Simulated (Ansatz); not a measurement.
Dopant-vacancy pairs in fcc Cu: the barrier for the dopant to change places with the neighbouring vacancy. These are PBE, PAW (plane waves to 420 eV; Ansatz, a quantum-chemistry and plane-wave program) values and carry that method's errors. Climbing-image NEB, static nuclei, no finite-size correction; this step alone does not carry the dopant far.

```
Dopant             Hop (Å)      Neighbours at the saddle                                                                                  Cell  Barrier (eV)
-----------------  -------  ----------------------------  ------------------------------------------------------------------------------------  ------------
Ge, pair charge 0     2.39  4 Cu at 2.37, 4 Cu at 2.83 Å  32 sites, 4×4×4 shifted, single points at the geometries of a band on a coarser mesh          0.48
Mg, pair charge 0     2.13  4 Cu at 2.47, 4 Cu at 2.83 Å  32 sites, 4×4×4 shifted, single points at the geometries of a band on a coarser mesh          0.33
Re, pair charge 0     2.46  4 Cu at 2.45, 4 Cu at 2.76 Å  32 sites, 4×4×4 shifted, single points at the geometries of a band on a coarser mesh    (withheld)
Sn, pair charge 0     2.11  4 Cu at 2.50, 4 Cu at 2.85 Å  32 sites, 4×4×4 shifted, single points at the geometries of a band on a coarser mesh          0.41
Zn, pair charge 0     2.46  4 Cu at 2.38, 4 Cu at 2.80 Å  32 sites, 4×4×4 shifted, single points at the geometries of a band on a coarser mesh          0.55
```

Question: Some entries are withheld; supply them.

Answer: 
- Re, pair charge 0, Barrier (eV): 1.27
